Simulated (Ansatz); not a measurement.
Consider MgO (space group P4_2/mnm, No. 136; a hypothetical phase, not in the database extracts checked).

```xyz
8
Lattice="5.5103 0.0000 0.0000 0.0000 5.5103 0.0000 0.0000 0.0000 3.2763" Properties=species:S:1:pos:R:3 pbc="T T T"
Mg     1.7661     3.7441     0.0000
Mg     3.7441     1.7661     0.0000
Mg     4.5213     4.5213     1.6382
Mg     0.9890     0.9890     1.6382
O      1.7444     1.7444     0.0000
O      3.7658     3.7658     0.0000
O      1.0107     4.4996     1.6382
O      4.4996     1.0107     1.6382
```

The values are results of Ansatz (a program for electronic structure), PBEsol, PAW, cutoff 420 eV, no SOC, not measurements.

One change was made to it. Results:

```json
[
 {"quantity": "width of the top valence band", "base": "0.51 eV", "after": "0.52 eV"},
 {"quantity": "volume per atom", "base": "12.43 Å³", "after": "11.90 Å³"},
 {"quantity": "band gap", "base": "3.36 eV", "after": "3.53 eV"}
]
```

**Question.** Name the change that was made.
A. pressure −2 GPa
B. pressure 10 GPa
C. pressure −1 GPa
D. pressure 1.5 GPa
E. pressure 5 GPa

**Answer.** E, pressure 5 GPa. For comparison, the band gap in the other runs: pressure −1 GPa gives 3.32 eV; pressure 1.5 GPa gives 3.41 eV; pressure 10 GPa gives 3.67 eV; pressure −2 GPa gives 3.28 eV.

Load acts through the strain it causes; cell and atoms are relaxed under it. No phonon test of stability was made. Competing high-pressure phases were not computed.
